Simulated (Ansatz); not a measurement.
The parent structure is WC (space group P-6m2, No. 187; a = 2.8991 Å, c = 2.8268 Å; relaxed with 0.1 eV smearing).

Method: PBEsol in Ansatz (plane waves to 420 eV, PAW, no SOC).

Base values:

* **Pressure**: 0.0 GPa

Perturbation: an isotropic linear strain of −3.00 %, atoms relaxed at fixed cell.

Task: How does this affect the energy relative to the base and pressure?

Result: The energy rises by 117 meV/atom; the pressure (mean of the normal stresses, compression positive) goes from zero to 45.3 GPa.

Stability against distortions was not tested. The final runs are not spin-polarised.

Ansatz is a program for electronic structure.
